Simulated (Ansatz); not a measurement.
The reference is SiC (space group P6_3mc, No. 186).

```
SiC
1.0
    3.07807     0.00000     0.00000
   -1.53903     2.66569     0.00000
    0.00000     0.00000    10.07616
Si C
4 4
Direct
  0.00000   0.00000   0.00032
  0.00000   0.00000   0.50032
  0.66667   0.33333   0.75024
  0.33333   0.66667   0.25024
  0.00000   0.00000   0.81286
  0.00000   0.00000   0.31286
  0.66667   0.33333   0.56221
  0.33333   0.66667   0.06221
```

Calculations: PBEsol, PAW, 420 eV (Ansatz, an electronic-structure program; no SOC).

Before the change:

* **Gap character**: indirect, Γ → M
* **Gap between the host's bands**: 2.12 eV

It is then changed as follows: hole doping at 7.0×10^21 cm⁻³ (0.579 per cell), with a uniform compensating background at fixed cell and a 300 K Fermi–Dirac width.

Task: What happens to the gap character, Fermi level from band edge and gap between the host's bands?

Result: The gap character is still indirect, Γ → M; the Fermi level relative to the doped band's edge (positive inside the band; to 0.05 eV) is +0.55 eV; the gap between the host's bands grows by 0.15 eV to 2.27 eV.

Charged cell with a jellium background: band edges are those of the host's band count, energies are not comparable with the neutral cell, and many-body gap narrowing is missing. Whether these cells are dynamically stable was not tested.
